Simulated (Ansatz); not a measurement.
# silicon: the defect Cu on the Si site + Cu interstitial + Cu interstitial + Cu interstitial

Computed with PBE, PAW (plane waves to 420 eV; Ansatz, an electronic-structure program). A supercell of 216 sites (3×3×3 repeats of a cell of 8 atoms) was used; the energies come from a 2×2×2 shifted sampling of its zone. Site at the start: a built cluster, 3.9 Å across. Charged cells carry a point-charge image correction with potential alignment at far atoms. Dielectric constants: PBE linear response of the host. Host gap at this level: 0.61 eV. These values are not converged in cell size to better than tenths of an eV. The semilocal functional narrows the gap, so deep levels can fall outside it. Spin–orbit coupling is left out, and no Hubbard U is applied to the open shells. Each state is the lowest found from its start.

Formation energies E_f are given with the Fermi level at the valence-band maximum. Chemical conditions: host crystal and elements as references (Δμ(Si) = 0.00 eV, Δμ(Cu) = 0.00 eV; Cu taken from its element, since no compound that bounds it was computed at this level; only phases computed here count, gases as isolated molecules at 0 K). Reference phases: Cu: fcc Cu, Si: silicon.

The name describes the start; the neighbours show where the atoms ended.

Charges with a result: +1, 0, −1. Others weren't obtained, and one of them could lie lower, also by skipping a charge.

```
charge         moment (μB)  point group  largest move off a lattice site (Å)  neighbours of the last Cu atom of the defect at the end (Å)  image correction with alignment (eV)  E_f, host crystal and elements as references (eV)  above the lowest spin state (eV)…
------  ------------------  -----------  -----------------------------------  -----------------------------------------------------------  ------------------------------------  -------------------------------------------------  --------------------------------…
+1†             fractional            –                                 0.16                           Cu 2.37, Si 2.47, Si 2.47, Si 2.48                                  0.25                                                  –                              0.00…
+1†             fractional            –                                 0.16                           Cu 2.37, Si 2.47, Si 2.47, Si 2.48                                  0.25                                                  –                              0.00…
0       not spin-polarised          C3v                                 0.10                           Cu 2.37, Si 2.47, Si 2.47, Si 2.47                                  0.00                                               3.37                              0.00…
0                      0.0          C3v                                 0.10                           Cu 2.37, Si 2.47, Si 2.47, Si 2.47                                  0.00                                               3.37                              0.00…
−1†               quenched            –                                 0.12                           Cu 2.36, Si 2.46, Si 2.47, Si 2.48                                 -0.10                                                  –                              0.00…
```

† Not settled in this cell, so no level is given: charge +1: fractional moment, a level filled in part, level within 0.1 eV of a band edge or past it; charge −1: a level filled in part, carriers not clearly localised, level within 0.1 eV of a band edge or past it.

Point groups are those of the whole cell at tolerances of 0.03 and 0.1 Å ("near" where only the looser one holds); none is given for unsettled states.

Starting moments that weren't kept: charge +1 began with 3 μB and ended with 0.5; charge +1 began with 1 μB and ended with 0.5; charge 0 began with 2 μB and ended with 0.0; charge −1 began with 1 μB and ended with 0.0.
